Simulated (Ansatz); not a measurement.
Ti3Al: Al interstitial (started 2.05 Å from the nearest host atom), symmetric start

Take a 16-atom supercell of Ti$_{3}$Al (space group P6_3/mmc, No. 194; a = 5.756 Å, c = 4.655 Å) at its relaxed geometry as the base.

One thing is altered: one Al atom is added in an open site, starting 2.05 Å from the nearest host atom, atoms relaxed at fixed cell.

The values are results of PBE, PAW, 420 eV (Ansatz, a quantum-chemistry and plane-wave program; without spin-orbit coupling), not measurements. k-mesh 7×7×7 (Γ-centred); smearing 0.05 eV (Fermi–Dirac).

```json
{
  "largest_displacement_of_a_host_atom_from_its_site_in_the_perfect_cell": "0.52 Å",
  "final_site_of_the_added_atom": "6 Ti at 2.48–2.50 Å (octahedral)"
}
```

Cost of the whole job for the changed cell (relaxation, final SCF and bands): about 26 core-minutes (a rough figure).

The cell is small, so the values are those of an ordered compound at a high defect concentration; dilute-limit values will differ. The defect started on the symmetric site and kept its symmetry, so it may sit on a saddle. All final runs are without spin polarisation. The defect cell is not spin-polarised.
